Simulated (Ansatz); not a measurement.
## Effective masses and thermopower of C under load (space group P6_3/mmc)

Data:

```yaml
crystal:
  lattice:
    - [2.49911, 0.00000, 0.00000]
    - [-1.24956, 2.16429, 0.00000]
    - [0.00000, 0.00000, 4.12752]
  atoms:
    - { symbol: C, position: [0.33333, 0.66667, 0.00026] }
    - { symbol: C, position: [0.66667, 0.33333, 0.50026] }
    - { symbol: C, position: [0.33333, 0.66667, 0.37474] }
    - { symbol: C, position: [0.66667, 0.33333, 0.87474] }
```

Method: PBE, rigid bands (plane waves, PAW, scalar-relativistic; Ansatz, a quantum-chemistry and plane-wave program). Condition of this run: uniaxial stress along c of 11 GPa (compression positive) (the target of the relaxation). Cell: cell and atoms relaxed with PBEsol, then loaded as said.

```json
{
 "band_gap": "3.28 eV",
 "electron conductivity mass (300 K, dilute)": "0.48 (x), 0.48 (y), 0.27 (z) mₑ",
 "hole conductivity mass (300 K, dilute)": "0.47 (x), 0.47 (y), 0.67 (z) mₑ",
 "effective density of states N_c (300 K)": "1.2e19 cm⁻³",
 "effective density of states N_v (300 K)": "1.9e19 cm⁻³",
 "density_of_states_mass_electrons": "0.61 mₑ",
 "density_of_states_mass_holes": "0.83 mₑ",
 "Seebeck coefficient, n-type 1e19 cm⁻³, 300 K": "-240 μV/K",
 "best n-type power factor at 300 K for τ = 10 fs (best axis; densities from 1e16 to 1e21 cm⁻³ tried, whether or not they can be reached)": "7.5 μW/(cm·K²) at 3e19 cm⁻³",
 "Seebeck coefficient, p-type 1e19 cm⁻³, 300 K": "275 μV/K",
 "best p-type power factor at 300 K for τ = 10 fs (best axis; densities from 1e16 to 1e21 cm⁻³ tried, whether or not they can be reached)": "6.7 μW/(cm·K²) at 1e20 cm⁻³"
}
```

Rigid bands; masses and Seebeck coefficients take one relaxation time τ for all states and one kind of carrier; polarons and phonon drag are left out. Spin-orbit coupling is left out. Geometry: cell and atoms relaxed with PBEsol.
